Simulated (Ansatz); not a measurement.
The reference is BP in the zinc blende structure (space group F-43m, No. 216).

```yaml
crystal:
  lattice:
    - [0.00000, 2.27418, 2.27418]
    - [2.27418, 0.00000, 2.27418]
    - [2.27418, 2.27418, 0.00000]
  atoms:
    - { symbol: B, position: [0.00000, 0.00000, 0.00000] }
    - { symbol: P, position: [0.25000, 0.25000, 0.25000] }
```

Cartesian axes are those of the cell as printed.

Method: PBE, PAW, 420 eV (Ansatz, a quantum-chemistry and plane-wave program; no SOC).

Perturbation: the cell is scaled by 1.0200 in all directions; the atoms relax in the strained cell.

Problem. Predict the stress tensor and what it implies for the stiffness.

Solution. Stress of the strained cell less that of the base (GPa, compression positive):
```
  -8.59    0.00    0.00
   0.00   -8.59    0.00
   0.00    0.00   -8.59
```

Then B = −ΔP/(ΔV/V₀) with ΔV/V₀ = 0.0612 gives secant stiffness values (nonlinear terms included at this strain): B ≈ 140 GPa.

As a check, the harmonic strain energy −½ V₀ Δσ:ε is 19 meV/atom; the computed energy rise is 20 meV/atom.

Stability against distortions was not tested.
